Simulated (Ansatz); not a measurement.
The starting structures come from a database of crystals and need not be the phases stable at ambient conditions.

Consider the following.

```
MgS
1.0
    3.68318     0.00000     0.00000
    0.00000     3.68318     0.00000
    1.84159    -1.84159     2.60440
Mg S
1 1
Direct
  0.00000   0.00000   0.00000
  0.50000   0.50000   0.00000
```

Space group of this cell: Fm-3m, rock salt. The cell is taken as given.

Computed with r2SCAN (plane waves, PAW; Ansatz, an electronic-structure program).

The current runs along the normal of the first two printed vectors; no spin-orbit coupling. Scaled by the factor s: the length along the current (ions clamped). Meshes 12×12×12 and 8×8 across the current in all rows.

| s | mean pressure (GPa) | slowest mid-gap decay constant κ (1/Å) |
|---|---|---|
| 0.97 | 2.5 | 0.286 |
| 1.00 | -0.3 | 0.268 |
| 1.03 | -2.3 | ? |

Take the slope of the slowest mid-gap decay constant κ against ln s from the two given rows, extrapolate to s = 1.03, and say what the run there gives.

Slope = (0.286 − 0.268) / ln 0.97 = -0.591 1/Å. The line gives 0.268 + (-0.591) × ln 1.03 = 0.251 1/Å. The run gives 0.252 1/Å, 0.001 1/Å over the line, 8 % of the predicted step.
